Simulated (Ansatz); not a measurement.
Take TlBr in the CsCl type structure (space group Pm-3m, No. 221; a = 3.840 Å) as the base. Axes: x, y, z lie along the cube axes.

Modification: compressive biaxial strain of 1.00 % in the plane normal to [001], as in epitaxy on a mismatched substrate; the out-of-plane cell vector and the atoms relax.

The values are results of Ansatz (a program for electronic structure), LDA, PAW, cutoff 420 eV, spin-orbit coupling left out, not measurements.

Task: Give the band edges at the high-symmetry points of the new zone, measured from its valence-band maximum.

Result: 
| point | valence edge (eV) | conduction edge (eV) |
|---|---|---|
| Γ | -1.83 | 6.40 |
| X | -0.07 | 1.24 |
| M | -1.23 | 4.68 |
| Z | 0.00 | 1.38 |
| R | -1.11 | 4.74 |
| A | -2.52 | 1.35 |

The gap is 1.24 eV, indirect, Z → X.

With Tl present, leaving out spin-orbit coupling can change the band edges. Stability against distortions was not tested. k-point labels follow each cell's own Brillouin zone.
